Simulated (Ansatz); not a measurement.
Amorphous In9Ga9Zn9O36, 63 atoms at 5.80 g/cm³, one PBE-relaxed geometry, zone centre. Methods: PBE, scalar-relativistic without spin-orbit coupling (Ansatz, a first-principles code); r2SCAN, scalar-relativistic without spin-orbit coupling (Ansatz); HSE06, scalar-relativistic without spin-orbit coupling (Ansatz). Plane waves to 420 eV (r2SCAN 500 eV); exact exchange is cut at the cell's faces. All rungs ran without spin polarisation.

The cell was made by melting and quenching with the CHGNet potential and then relaxed with DFT. O atoms were pushed apart under 1.9 Å during the dynamics, to hinder bonds among them. The hot cell started wider than the set density and was brought back towards it in steps. It is the lowest in DFT energy of 2 quenches. It is a model cell: composition and starting density were chosen by hand, and all elements were melted together. No dispersion term was used. Its density started from a set value of 5.80 and ended at 5.80 g/cm³. The quench (nominally 84 K/ps over its main leg) was far faster than any real one, so the model tends to hold more defects than a real film. One small periodic cell is one sample of the glass; other quenches scatter about these values. The volume was held where the preparation left it, at a PBE pressure of -0.6 GPa (tension). Stress components on the final sampling reach 3.7 GPa.

The relaxation ran on the zone centre alone. At PBE the gap is 0.74 eV on a 2×2×2 Γ-centred mesh, and the spacing at the zone centre alone 0.77 eV.

What zone-centre spacing does r2SCAN give, roughly?

1.22 eV (+0.45 eV against PBE).

What zone-centre spacing does HSE06 give, roughly?

2.37 eV (+1.60 eV against PBE).

The highest filled and the lowest empty state spread over these numbers of atoms (participation numbers): PBE: 14.8 and 57.7; r2SCAN: 14.5 and 57.4; HSE06: 12.5 and 57.1.
